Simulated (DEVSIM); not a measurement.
Structure: abrupt Si n-p junction, at 300 K.

```csv
layer (left to right),material,thickness (μm),Nd (cm⁻³),Na (cm⁻³),τn (s),τp (s)
1,Si,89.0,9e18,-,0.00039,0.00039
2,Si,0.640,-,5.5e15,0.00039,0.00039
```

Left contact: ohmic. Right contact: ohmic. Voltage is applied to the left contact. Recombination: SRH at mid-gap, Auger. Gap narrowing is on: ΔEg = 6.92 meV × (l + √(l² + 0.5)), l = ln(N/1.3e17 cm⁻³), shared equally by both band edges. Mobility is constant in doping. Where it depends on doping, it is μmin + (μ − μmin)/(1 + (N/Nref)^α).

The device is made up for the run: typed textbook-type constants, with dimensions and the other settings drawn at random. Values at 300 K; Nc and Nv go as T^1.5, mobilities as T to minus their exponent, the gap by Varshni's rule with the affinity fixed. The table also holds parameters that only a changed run uses.

| parameter | Si |
|---|---|
| gap (eV) | 1.124 |
| affinity (eV) | 4.05 |
| permittivity | 11.7 |
| Nc (cm⁻³) | 2.86e19 |
| Nv (cm⁻³) | 3.1e19 |
| μn (cm²/Vs) | 1417 |
| μp (cm²/Vs) | 470 |
| μn,min | 52 |
| μp,min | 45 |
| Nref,n | 9.7e16 |
| Nref,p | 2.2e17 |
| αn | 0.68 |
| αp | 0.72 |
| T exponent of μn | 2.3 |
| T exponent of μp | 2.2 |
| Cn (cm⁶/s) | 2.8e-31 |
| Cp (cm⁶/s) | 9.9e-32 |
| Varshni α (eV/K) | 0.000473 |
| Varshni β (K) | 636 |

Model (solved in DEVSIM): 1D drift-diffusion, Boltzmann statistics, complete ionisation; no tunnelling, impact ionisation, image-force lowering or self-heating.

Base results: dark forward voltage at 1 A/cm² (V) 0.507; dark forward voltage at 100 A/cm² (V) 0.634; potential step across the device at zero bias (V) 0.841; largest field in the device at zero bias (V/cm) 120000.

Q: What follows from this one change: thickness of layer 2 0.64 → 0.22 μm?

A: dark forward voltage at 1 A/cm² 0.507 → 0.439 V; dark forward voltage at 100 A/cm² 0.634 → 0.580 V; potential step across the device at zero bias little changed (0.841 V); largest field in the device at zero bias little changed (120000 V/cm).

Q: What follows from this one change: temperature 300 → 450 K?

A: dark forward voltage at 1 A/cm² 0.507 → 0.126 V; dark forward voltage at 100 A/cm² 0.634 → 0.321 V; potential step across the device at zero bias 0.841 → 0.625 V; largest field in the device at zero bias 120000 → 160000 V/cm.

Q: What follows from this one change: doping Na of layer 2 5.5e+15 → 1.6e+15 cm^-3?

A: dark forward voltage at 1 A/cm² 0.507 → 0.462 V; dark forward voltage at 100 A/cm² 0.634 → 0.602 V; potential step across the device at zero bias 0.841 → 0.809 V; largest field in the device at zero bias little changed (110000 V/cm).
